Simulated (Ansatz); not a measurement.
Here is the system:

```
TiO2
1.0
    4.59117     0.00000     0.00000
    0.00000     4.59117     0.00000
    0.00000     0.00000     2.93906
Ti O
2 4
Cartesian
  0.00000   0.00000   0.00000
  2.29559   2.29559   1.46953
  1.39436   1.39436   0.00000
  3.68994   0.90123   1.46953
  0.90123   3.68994   1.46953
  3.19681   3.19681   0.00000
```

No spin polarisation.

Electron doping at 3.0×10^21 cm⁻³ (0.186 per cell), with a uniform compensating background at fixed cell and a 300 K Fermi–Dirac width.

The values are results of PBEsol (Ansatz, a quantum-chemistry and plane-wave program), spin-orbit coupling left out, not measurements. k-mesh 10×10×16 (Γ-centred); smearing 0.0259 eV (Fermi–Dirac).

### Question
Predict the gap between the host's bands and gap character.

### Answer
The gap between the host's bands comes out as 1.97 eV. The gap character is direct at Γ.

Charged cell with a jellium background: band edges are those of the host's band count, energies are not comparable with the neutral cell, and many-body gap narrowing is missing. Whether these cells are dynamically stable was not tested. The final runs are not spin-polarised. The cell was made from TiO$_{2}$ in the rutile structure (space group P4_2/mnm, No. 136) by this change: electrons 3.0×10^21 cm⁻³.
